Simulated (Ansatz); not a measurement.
## AlN (space group P4_2/mnm, No. 136; a hypothetical phase, not in the database extracts checked)

AlN is modelled in the tetragonal space group P4₂/mnm (No. 136), Pearson symbol tP8. Cell: a = 5.294 Å, b = 5.294 Å, c = 3.109 Å, α = 90.00°, β = 90.00°, γ = 90.00°. Al on 4g is surrounded by 4 N at 1.867–1.916 Å. N on 4f sees 4 Al at 1.867–1.916 Å. (Neighbours: up to the widest gap in distance over summed covalent radii, below 1.35, at either atom; cation-cation and far metal-metal contacts left out.)

Method: PBEsol, PAW, 420 eV (Ansatz, an electronic-structure program; without spin-orbit coupling). Settings: 6×6×11 k-points, 0.05 eV Fermi–Dirac smearing.

The volume per atom is 10.89 Å³, the density is 3.12 g/cm³ and the band gap is 3.75 eV, indirect, M–Γ (86 % along) → Γ. The electron mass is 0.34 mₑ along c, 0.32 mₑ across and the total energy comes out as -452.941 eV/atom (σ→0; compares only within this code and set-up).

Effective masses come from finite differences of ±0.01 Å⁻¹. No phonon test of stability was made.
